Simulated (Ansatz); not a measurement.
Consider Al in the fcc (Cu type) structure (space group Fm-3m, No. 225; a = 3.992 Å).

Structures relaxed with Kohn–Sham DFT with the r2SCAN functional, run in Ansatz (a quantum-chemistry and plane-wave program) with PAW and 500 eV plane waves, no spin-orbit coupling.

Base:

Simulated powder pattern, Cu Kα1, λ = 1.54056 Å (kinematic, ideal powder, no thermal factors, no anomalous dispersion; the 10 strongest lines at most, above 2 %, up to 2θ = 90°):

| 2θ (°) | I/Imax (%) | hkl |
|---|---|---|
| 39.05 | 100 | (111) |
| 45.40 | 48 | (200) |
| 66.15 | 30 | (220) |
| 79.58 | 35 | (311) |
| 83.89 | 10 | (222) |

After one change:

Simulated powder pattern, Cu Kα1, λ = 1.54056 Å (kinematic, ideal powder, no thermal factors, no anomalous dispersion; the 10 strongest lines at most, above 2 %, up to 2θ = 90°):

```json
[
 {"2θ (°)": "38.90", "I/Imax (%)": "100"},
 {"2θ (°)": "45.22", "I/Imax (%)": "48"},
 {"2θ (°)": "65.88", "I/Imax (%)": "31"},
 {"2θ (°)": "79.23", "I/Imax (%)": "35"},
 {"2θ (°)": "83.51", "I/Imax (%)": "10"}
]
```

**Question.** Which change produced these results?
A) pressure 60 GPa
B) pressure −1 GPa
C) pressure 9 GPa
D) pressure −2 GPa

**Answer.** B, pressure −1 GPa. Its volume per atom is 16.08 Å³ against 15.90 Å³, and its space group is Fm-3m (No. 225).

Load acts through the strain it causes; cell and atoms are relaxed under it. Stability against distortions was not tested. No other phases were tried under pressure.
